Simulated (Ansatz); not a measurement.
# CdS: response to strain

Base system: CdS in the wurtzite structure (space group P6_3mc, No. 186; a = 4.1244 Å, c = 6.7082 Å).

Strains are applied to the cell and any free atomic positions relax.

Calculations: PBEsol in Ansatz (plane waves to 420 eV, PAW, no spin-orbit coupling).

Notes on the quantities. energy relative to the base: free energy F.

| isotropic strain (%) | energy relative to the base (meV/atom) |
|---|---|
| 0 | 0.0 |
| 0.6 | 1.5 |
| 1.2 | 5.9 |
| 1.8 | ? |
| 2.4 | 22.5 |
| 3 | 34.4 |

Task: Fit ΔE = Aε² + Bε³ (ε in %) to the rows shown and predict the withheld row.

Result: Least squares on the printed values gives A = 4.26 and B = -0.15 meV/atom (largest residual 0.0 meV/atom); this predicts 12.9 meV/atom, and the run gives 12.9 meV/atom, in agreement.

Stability against distortions was not tested.

Ansatz is a quantum-chemistry and plane-wave program.
